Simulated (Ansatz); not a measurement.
BeTe: response to strain

Consider BeTe in the zinc blende structure (space group F-43m, No. 216).

BeTe is modelled in the cubic space group F-43m (No. 216), the zinc blende structure, Pearson symbol cF8. Lattice parameters: a = 5.6568 Å, b = 5.6568 Å, c = 5.6568 Å, α = 90.00°, β = 90.00°, γ = 90.00°. Be on 4a is coordinated by 4 Te at 2.449 Å (tetrahedral). Te on 4d is coordinated by 4 Be at 2.449 Å (tetrahedral). (Neighbours: up to the widest gap in distance over summed covalent radii, below 1.35, at either atom; cation-cation and far metal-metal contacts left out.)
(The calculation used a cell of 2 atoms; values per cell refer to that cell.)

Strains are applied to the cell and any free atomic positions relax.

Computed with r2SCAN (Ansatz, a quantum-chemistry and plane-wave program), no SOC.

Candidates:
(a) isotropic strain −1.00 %
(b) isotropic strain −2.00 %
(c) isotropic strain −3.00 %

Before the change:

- Band gap: 2.37 eV

### Question
Order them by band gap, highest first.

### Answer
(a) isotropic strain −1.00 % (2.30 eV), (b) isotropic strain −2.00 % (2.22 eV), (c) isotropic strain −3.00 % (2.14 eV)

With Te present, leaving out spin-orbit coupling can change the band edges. No phonon test of stability was made.
